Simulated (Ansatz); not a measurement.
NaPt₂ (Fd-3m), PBEsol, DFPT electron-phonon coupling, linearised Boltzmann equation (Ansatz, a quantum-chemistry and plane-wave program): phonon-limited resistivity 12.7 μΩ·cm at 300 K, Drude plasma energy 5.07 eV.

Q: What is the classical skin depth at 1 GHz (nonmagnetic, μ₀ = 1.257×10⁻⁶ H/m)?

A: δ = √(ρ/(π f μ₀)) = 5670 nm.

Q: What Drude relaxation time do resistivity and plasma energy imply?

A: ω_p = 7.70e15 s⁻¹, so τ = 1/(ε₀ ω_p² ρ) = 15.0 fs, a damping ħ/τ of 43.9 meV.

A metal at this level (no band gap). Only scattering by harmonic phonons is included (no impurities, grain boundaries, electron-electron scattering or thermal expansion). Spin-orbit coupling is left out, which matters with elements this heavy. The squared frequency of the phonon mode least converged on the k mesh is uncertain by about 15 %. The run warned that the eigensolver left some states short of its tolerance. Halving the electron mesh (20x20x20) moves the resistivity by up to 10 % at 300 K. Smearing 0.20 eV; phonons on a 3x3x3 q mesh, which this run doesn't test.

Formula and space group known from diffraction (Crystallography Open Database), not checked to be the room-temperature form: NaPt2 (Fd-3m).
